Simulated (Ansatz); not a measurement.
Input and output of a self-consistent single point for Hf₃TaFe₈ (P3m1, 12 atoms in the cell) (Ansatz, a program for electronic structure).

Level of theory: PBEsol, default PAW files made with PBE (plane waves; Ansatz).

```
CELL_PARAMETERS angstrom
      4.94352     0.00000     0.00000
     -2.47176     4.28121     0.00000
      0.00000     0.00000     8.06257
ATOMIC_POSITIONS crystal
  Hf 0.00000 0.00000 0.44112
  Hf 0.00000 0.00000 0.06146
  Hf 0.33333 0.66667 0.93547
  Ta 0.33333 0.66667 0.56036
  Fe 0.66667 0.33333 0.50044
  Fe 0.66667 0.33333 0.00018
  Fe 0.83464 0.66928 0.74802
  Fe 0.33072 0.16536 0.74802
  Fe 0.83464 0.16536 0.74802
  Fe 0.49867 0.99735 0.25230
  Fe 0.00265 0.50133 0.25230
  Fe 0.49867 0.50133 0.25230
```
Moments meant for the start (each program seeds them in its own way; μB, in the order of the atoms Hf Hf Hf Ta Fe Fe Fe Fe Fe Fe Fe Fe): 1.0 1.0 1.0 1.0 4.0 4.0 4.0 4.0 4.0 4.0 4.0 4.0.

Reference input (self-consistent single point, DFT, PBEsol, plane waves, default PAW files made with PBE): basis.ecutwfc = 420 eV; kpoints.mp_grid.grid = 5 5 3; hamiltonian.xc = pbesol; hamiltonian.pseudopotentials = {kind: paw} (the program's default PAW files); magnetization.spin_polarized = true; scf.occupations.method = cold; scf.occupations.width = 0.2 eV. This run's input differs from it in these lines:

Ansatz 0.2 input:
```diff
@@ -20,3 +20,3 @@
 basis:
-  ecutwfc: 420.0
+  ecutwfc: 380.0
 kpoints:
```

Output (repeated stretches shortened):

```
SCF iter   1: F=—  HF=-92203.595490 eV  |F-HF|=—  |Δ(HF+E_count)|=         —  Δρ=2.12e-1 (↑2.12e-1 ↓1.18e-1)  dr2=1.62e1  dr2_m=4.11e1  M=14.011 μB ∫|m|=15.761 μB  β_m=0.30  ethr=3.10e-3  ⟨swp⟩=5.1  Hψ=11037  notcnv=0  defer=89
Mixer restart at iter 1: flushing history
all-band conjugate gradients solve this SCF's bands
preconditioner: auto → Kerker (q_TF=auto, 2.844 Å⁻¹)
   [... lines left out ...]
SCF iter  26: F=—  HF=-92194.736048 eV  |F-HF|=—  |Δ(HF+E_count)|=   3.14e-9  S|Δr|=    0.00e0  Δρ=4.98e-6 (↑3.00e-6 ↓4.98e-6)  dr2=1.32e-7  dr2_m=2.23e-9  M=12.406 μB ∫|m|=17.179 μB  β_m=0.51  ethr=4.57e-11  ⟨swp⟩=9.0  Hψ=13968  notcnv=0
SCF iter  27: F=-92194.736048 eV  HF=-92194.736048 eV  |F-HF|=3.84e-9  |Δ(HF+E_count)|=   5.50e-9  S|Δr|=    0.00e0  Δρ=1.09e-6 (↑4.04e-7 ↓1.09e-6)  dr2=3.94e-9  dr2_m=4.64e-10  M=12.406 μB ∫|m|=17.179 μB  ethr=4.57e-11  ⟨swp⟩=2.0  Hψ=8071  notcnv=0
SCF 1 converged in 27 iterations: F = -92194.736048 eV  dr2 = 3.94e-9
WARN: the starting moments were not kept: 4 of 12 ended reversed and 8 kept their direction, counting a site from 0.1 μB …
   [... lines left out ...]
Absolute magnetization: 17.1846 μB (∫|ρ↑−ρ↓|, with the PAW one-centre terms)
Free energy (F): -92194.736048 eV
Fermi energy:    19.640664 eV
   [... lines left out ...]
  atom  12  Fe    -0.01269544     0.00732972     0.05121101
--- Stress (GPa, compression-positive) ---
      -10.967073      -0.000000      -0.000000
       -0.000000     -10.967073      -0.000000
       -0.000000      -0.000000     -11.415537
  P = ⅓ Tr σ = -11.1166 GPa (-111.166 kbar)
  The stress holds the Pulay correction. Without it, at fixed plane waves, as pw.x and ABINIT print it: P = -11.9019 GPa
```

The run converged in 27 iterations. Against the reference run the free energy goes up by 4.2 meV/atom, the pressure moves little (-11.13 to -11.12 GPa), the largest force stays at 0.112 eV/Å and the size of the net moment stays at 1.03 μB/atom.

The starting cell comes from a database of computed structures (which also holds hypothetical and non-ambient phases and stackings), without a prior relaxation at this level. The magnetic order is the one reached from the typed start; others were not searched systematically. The program warned that a starting moment was not kept. Ansatz's pressure includes its estimate of the finite-basis (Pulay) stress. Without the estimate this run gives -11.90 GPa. The cutoff lies below the one recommended for these files.

Cost on one core of a shared machine: roughly 3 min.
